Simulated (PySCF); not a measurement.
PySCF 2.14.0, BP86/def2-svp, df: B(Me)3 (CB(C)C), 13 atoms. The geometry is a generated start, not checked to be a minimum at this level.

- task = energy
- method = bp86
- basis = def2-svp
- two-electron scheme = density fitting
- mol.max_memory = 3000 MB
- mf.max_cycle = 100
- mf.DIIS = CDIIS (default)
- mf.conv_tol = 1e-09 (default)
- mf.grids.level = 3 (default)
- basis functions = 101
- grid points = 144672

```xyz
13

B      0.0000     0.0049     0.0063
C      1.5178    -0.1484    -0.3964
H      1.8994    -1.1491    -0.2011
H      2.1160     0.5239     0.2204
H      1.7315     0.0992    -1.4336
C     -0.5356    -0.6552     1.3361
H     -1.1581    -1.5135     1.0803
H     -1.1782     0.0182     1.9004
H      0.2455    -1.0144     2.0017
C     -0.9827     0.8084    -0.9311
H     -1.9741     0.9658    -0.5126
H     -1.1086     0.2778    -1.8753
H     -0.5730     1.7825    -1.1950
```

With the defaults (mf.diis = true, mf.level_shift = 0, mf.diis_space = 8, mf.diis_damp = 0, mf.init_guess = minao, newton = off) it converges in 10 Fock builds. One run each on 2 threads, 1 BLAS thread, with these changes:
- newton = Hessian by the SCF's own integrals
- mf.diis_space = 20
- mf.diis_space = 12
- mf.diis_space = 5
- mf.init_guess = sap
- mf.diis_space = 3
- mf.level_shift = 1 Hartree
- mf.diis_damp = 0.3
- mf.diis = false

Problem. Which runs fail or end elsewhere than the default run?

Solution. No convergence: mf.diis = false (the run ends without SCF convergence in 100 cycles). The rest reach the solution of the defaults.

```tsv
setting	Fock builds	end
the defaults	10	same solution
mf.diis_space = 12	10	same solution
mf.diis_damp = 0.3	10	same solution
mf.diis_space = 5	10	same solution
mf.diis_space = 20	10	same solution
mf.diis_space = 3	11	same solution
mf.init_guess = sap	14	same solution
newton = Hessian by the SCF's own integrals	23	same solution
mf.level_shift = 1 Hartree	27	same solution
mf.diis = false	101	no convergence
```

Under newton the count holds the products with the orbital Hessian.
